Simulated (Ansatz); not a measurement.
Ni2Ge (P6_3/mmc): band-structure transport figures

Data:

```
Ni2Ge
1.0
    3.97235     0.00000     0.00000
   -1.98617     3.44016     0.00000
    0.00000     0.00000     5.01354
Ni Ge
4 2
Cartesian
  1.98617   1.14672   1.25338
  0.00000   2.29344   3.76015
  0.00000   0.00000   0.00000
  0.00000   0.00000   2.50677
  1.98617   1.14672   3.76015
  0.00000   2.29344   1.25338
```

These are PBEsol, rigid bands (plane waves, PAW, scalar-relativistic; Ansatz, a first-principles code) values and carry that method's errors. Geometry: cell and atoms relaxed with PBEsol.

```
Item                                                                    Value
------------------------------------  ---------------------------------------
density of states at the Fermi level        3.87 states/(eV·cell), both spins
bare Sommerfeld coefficient                         1.52 mJ/(mol of atoms·K²)
Drude plasma energy                              5.8 (x), 5.8 (y), 4.2 (z) eV
root-mean-square Fermi velocity                                     4.4e5 m/s
resistivity times τ                   14.5 (x), 14.5 (y), 28 (z) ×10⁻²² Ω·m·s
```

A metal at this level (no band gap); rigid bands, thermally averaged at 300 K, both spins. Spin-orbit coupling is left out. τ is one relaxation time for all states.

Computed structure with no diffraction record at hand here (it may be known, metastable or hypothetical): Ni2Ge (P6_3/mmc). Treated as nonmagnetic (a ferromagnetic start lost its moment, other orders weren't tried): Ni2Ge (P6_3/mmc).
